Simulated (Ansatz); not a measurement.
Consider the following.

End structure of a constructed model of the (100) surface of fcc Cu, c(2x2) surface alloy, Sb on one Cu site of the top plane (bottom of the slab: a bare face, its two planes held):

```yaml
crystal:
  lattice:
    - [2.56680, 2.56680, 0.00000]
    - [-2.56680, 2.56680, 0.00000]
    - [0.00000, 0.00000, 25.50000]
  atoms:
    - { symbol: Cu, position: [0.50000, 0.00000, 0.32165] }
    - { symbol: Cu, position: [0.00000, 0.50000, 0.32165] }
    - { symbol: Cu, position: [0.00000, 0.00000, 0.39282] }
    - { symbol: Cu, position: [0.50000, 0.50000, 0.39282] }
    - { symbol: Cu, position: [0.50000, 0.00000, 0.46415] }
    - { symbol: Cu, position: [0.00000, 0.50000, 0.46415] }
    - { symbol: Cu, position: [0.00000, 0.00000, 0.53572] }
    - { symbol: Cu, position: [0.50000, 0.50000, 0.53554] }
    - { symbol: Cu, position: [0.50000, 0.00000, 0.60701] }
    - { symbol: Cu, position: [0.00000, 0.50000, 0.60701] }
    - { symbol: Sb, position: [0.00000, 0.00000, 0.69975] }
    - { symbol: Cu, position: [0.50000, 0.50000, 0.67577] }
```

Model: 12-atom slab, 9.1 Å thick at the start (thin: gaps and levels are the slab's own), 10x10x1 mesh, Fermi-Dirac 0.1 eV, dipole correction, 4 atoms held, the rest relaxed; start symmetry kept, larger cells not searched; no spin, no spin-orbit, no U. It is one candidate, not shown to be the stable structure of the face.

Predict the work function of the top face from Ansatz (an electronic-structure program) with PBE.

4.25 eV
